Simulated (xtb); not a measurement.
xtb 6.7.1, GFN2-xTB: Cc1cc(-c2sc(-c3cc4cc5sc([Si](C)(C)C)cc5cc4s3)c3c2OCCO3)sc1C(F)(F)F, 56 atoms. The geometry is a generated start, not checked to be a minimum at this level.

```json
{
  "run_flags": "--grad",
  "method": "GFN2-xTB",
  "--acc": "1 (default)",
  "--etemp (K)": "300 (default)",
  "basis_functions": "191",
  "valence_electrons": "182"
}
```

One run each on 1 thread. Values of broydamp tried: 0.02, 0.05, 0.1, 0.2, 0.4 (default), 0.6, 0.8, 1.

Q: Which value of broydamp needs the fewest SCC iterations, and what happens away from it?

A: Fewest SCC iterations, within one of each other: 0.2 with 15, 0.4 (default) with 15, 0.6 with 15, 0.8 with 16. The count rises to 24 at 0.02. All converge to one solution.

```
broydamp       SCC iterations            end
-------------  --------------  -------------
0.02                       24  same solution
0.05                       20  same solution
0.1                        18  same solution
0.2                        15  same solution
0.4 (default)              15  same solution
0.6                        15  same solution
0.8                        16  same solution
1                          17  same solution
```
